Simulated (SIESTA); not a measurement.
Band structure of MgF2 (Pnnm, 6 atoms in the cell).

```xyz
6
Lattice="4.5794 0.0000 0.0000 0.0000 4.6691 0.0000 0.0000 0.0000 3.0493" Properties=species:S:1:pos:R:3 pbc="T T T"
Mg     2.2897     2.3346     1.5247
Mg     0.0000     0.0000     0.0000
F      3.5987     0.8396     1.5247
F      0.9808     3.8295     1.5247
F      1.3089     1.4950     0.0000
F      3.2705     3.1742     0.0000
```

Method: LDA PW92, numerical atomic orbitals DZP, PseudoDojo LDA standard norm-conserving potentials (rewritten from UPF to PSML) in SIESTA 5.4.2.

Settings: XC.functional = LDA; XC.authors = PW92; potentials = PseudoDojo LDA standard; PAO.BasisSize = DZP; PAO.EnergyShift = 0.01 Ry; MeshCutoff = 300 Ry; kgrid.MonkhorstPack = 6 6 9; OccupationFunction = FD; ElectronicTemperature = 10 K; MaxSCFIterations = 150; SCF.Mixer.Method = Broyden; SCF.Mixer.Weight = 0.25; SCF.Mixer.History = 6; SCF.DM.Tolerance = 1.0E-04.

The starting cell comes from a database of computed structures (which also holds hypothetical and non-ambient phases and stackings), without a prior relaxation at this level. Its lattice was rescaled by a random factor within 2.5 % of one. Values carry the incompleteness of an atom-centred basis.

Q: Predict the gap along the standard path and the places of the band edges.

A: The gap along the path is 6.57 eV, direct at Γ to within 0.01 eV.

Levels in eV from the top of the valence band on the path, bands 21 to 25:
```csv
point,21,22,23,24,25
Γ,-0.77,-0.31,-0.31,0.00,6.57
X,-0.97,-0.97,-0.70,-0.70,11.47
S,-0.81,-0.81,-0.53,-0.53,12.53
Y,-1.00,-1.00,-0.28,-0.28,9.11
Z,-1.02,-1.02,-0.39,-0.39,9.06
U,-0.73,-0.73,-0.60,-0.60,12.54
R,-0.54,-0.54,-0.46,-0.46,12.90
T,-1.03,-1.03,-0.63,-0.63,10.71
```

Higher empty bands are left out: an atom-centred basis made for the valence describes them poorly.
